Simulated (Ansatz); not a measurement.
The reference is VN in the rock salt structure (space group Fm-3m, No. 225; relaxed with 0.1 eV smearing).

```yaml
crystal:
  lattice:
    - [0.00000, 2.03739, 2.03739]
    - [2.03739, 0.00000, 2.03739]
    - [2.03739, 2.03739, 0.00000]
  atoms:
    - { symbol: N, position: [0.00000, 0.00000, 0.00000] }
    - { symbol: V, position: [0.50000, 0.50000, 0.50000] }
```

Cartesian axes are those of the cell as printed.

Computed with Kohn–Sham DFT with the PBEsol functional, run in Ansatz (an electronic-structure program) with PAW and 420 eV plane waves, no spin-orbit coupling, earlier PAW set.

It is then changed as follows: the cell is stretched by 1.16 % along z with no lateral relaxation; the atoms relax in the strained cell.

Question: Predict the stress tensor and what it implies for the stiffness.

Answer: Stress of the strained cell less that of the base (GPa, compression positive):
```
   -1.9     0.0     0.0
    0.0    -1.9     0.0
    0.0     0.0    -7.4
```

Then −Δσ_ii/ε with ε = 0.0116 gives relaxed-ion elastic constants: C33 ≈ 640 GPa, C13 ≈ 165 GPa and C23 ≈ 165 GPa.

Stability against distortions was not tested. The final runs are not spin-polarised.
